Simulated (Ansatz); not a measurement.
Start from LaWN₃ (space group R3c, No. 161; a = 5.648 Å, c = 13.729 Å (hexagonal axes); a cell from a computed database, its experimental status unchecked). Axes: x lies along a and z along c of the hexagonal cell.

The values are results of PBEsol (Ansatz, a first-principles code), spin-orbit coupling left out, not measurements.

Strains are applied to the cell and any free atomic positions relax; under biaxial strain the out-of-plane vector relaxes too.

One change was made to it. Results:

```csv
quantity,base,after
"pressure (mean of the normal stresses, compression positive)",0.00 GPa,40.14 GPa
energy relative to the base (free energy F),0 meV/atom,+172 meV/atom
```

What was done to the base?
A) biaxial strain +1.45 %, plane normal [001], relaxed out of plane
B) isotropic strain −3.26 %
C) isotropic strain −4.36 %

C, isotropic strain −4.36 %. For comparison, the energy relative to the base in the other runs: biaxial strain +1.45 %, plane normal [001], relaxed out of plane gives +7.4 meV/atom; isotropic strain −3.26 % gives +91 meV/atom.

Whether these cells are dynamically stable was not tested.
